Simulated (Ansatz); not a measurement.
The parent structure is La$_{2}$O$_{3}$ (space group P-3m1, No. 164; a = 3.935 Å, c = 6.126 Å). Axes: x lies along a and z along c of the hexagonal cell.

All numbers come from Ansatz (a first-principles code) r2SCAN, no spin-orbit coupling, earlier PAW set.

Now apply this change: the cell is stretched by 1.51 % along y with no lateral relaxation; the atoms relax in the strained cell.

**Question.** Predict the stress tensor and what it implies for the stiffness.

**Answer.** Stress of the strained cell less that of the base (GPa, compression positive):
```
  -1.82    0.00    0.00
   0.00   -3.08    0.51
   0.00    0.51   -1.23
```

Then −Δσ_ii/ε with ε = 0.0151 gives secant stiffness values (nonlinear terms included at this strain): C22 ≈ 204 GPa, C12 ≈ 121 GPa and C23 ≈ 81 GPa.

No phonon test of stability was made.
